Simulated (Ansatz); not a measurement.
## A computed series for Si: response to strain

Consider Si in the diamond structure (space group Fd-3m, No. 227).

```
CELL_PARAMETERS angstrom
      0.00000     2.71688     2.71688
      2.71688     0.00000     2.71688
      2.71688     2.71688     0.00000
ATOMIC_POSITIONS crystal
  Si 0.00000 0.00000 0.00000
  Si 0.25000 0.25000 0.25000
```

Cartesian axes are those of the cell as printed.

Strains are applied to the cell and any free atomic positions relax; under biaxial strain the out-of-plane vector relaxes too.

Method: DFT with PBEsol, PAW potentials and a 420 eV plane-wave cutoff in Ansatz (an electronic-structure program), spin-orbit coupling left out.

```tsv
case	ratio −ε⊥/ε∥	shortest interatomic distance
base	–	2.353 Å
biaxial strain −2.08 %, plane normal [111], relaxed out of plane	0.49	2.322 Å
biaxial strain −1.67 %, plane normal [111], relaxed out of plane	0.49	2.328 Å
biaxial strain −1.25 %, plane normal [111], relaxed out of plane	0.48	2.334 Å
biaxial strain −0.83 %, plane normal [111], relaxed out of plane	0.48	2.340 Å
biaxial strain −0.42 %, plane normal [111], relaxed out of plane	–	2.346 Å
biaxial strain +0.42 %, plane normal [111], relaxed out of plane	–	2.353 Å
biaxial strain +1.25 %, plane normal [111], relaxed out of plane	0.45	2.354 Å
biaxial strain +1.67 %, plane normal [111], relaxed out of plane	0.45	2.355 Å
biaxial strain +2.08 %, plane normal [111], relaxed out of plane	0.45	2.355 Å
```

Stability against distortions was not tested.
